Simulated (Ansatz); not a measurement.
Abridged Ansatz (a first-principles code) output:

```
Pseudopotential: Cs, paw, valence charge 9
Crystal: 1 atoms, lattice volume = 116.700 Å³
Basis set: ecut = 420 eV, 2243 PW (Γ), exchange–correlation on 72×72×72 points (8 copies of the dense FFT grid, shifted against one another)
Bands: 9, of which v1, the nominal top of the filled ones, is band 5 counted from 1 (4 counted from 0)
Symmetry: 48 space group operations
k-points: 56 of 1331
Functional: x = pbe(κ = 0.804, μ = 0.2195149727645171), c = pbe(β = 0.06672455060314922)
SCF iter   1: F=—  HF=-5670.769789 eV  |F-HF|=—  |Δ(HF+E_count)|=         —  Δρ=2.47e-4  dr2=4.32e-5  ethr=1.77e-3  ⟨swp⟩=6.0  Hψ=4280  notcnv=0
SCF iter   2: F=—  HF=-5670.770120 eV  |F-HF|=—  |Δ(HF+E_count)|=   3.31e-4  Δρ=1.47e-4  dr2=3.14e-5  ethr=4.80e-7  ⟨swp⟩=3.6  Hψ=1441  notcnv=0
SCF 1 converged in 7 iterations: F = -5670.770152 eV  dr2 = 7.54e-12
SCF converged after 7 iterations
Free energy (F): -5670.770152 eV
Internal energy: -5670.760643 eV  (E = F + TS)
E sigma→0 (E₀):  -5670.765398 eV
Entropy (-TS):   -0.009509 eV (-9.509 meV/atom)
Fermi energy:    2.173911 eV
--- Forces (eV/Å), atoms counted from 1 ---
  atom   1  Cs     0.00000000    -0.00000000    -0.00000000
--- Stress (GPa, compression-positive) ---
       -0.000534       0.000000       0.000000
        0.000000      -0.000534       0.000000
       -0.000000       0.000000      -0.000534
  P = ⅓ Tr σ = -0.0005 GPa (-0.005 kbar)
```

Task: What was computed, and what are the main results?

Result: Cs, 1 atom in the cell, with Ansatz, PBE, PAW, cutoff 420 eV, no spin-orbit coupling. The last SCF converged to F = -5670.770152 eV, or -5670.7702 eV per atom, at a pressure of 0.00 GPa. The total energy compares only with runs of the same code, potentials and settings.

Whether these cells are dynamically stable was not tested. All final runs are without spin polarisation. The cell is Cs in the bcc (W type) structure (space group Im-3m, No. 229).
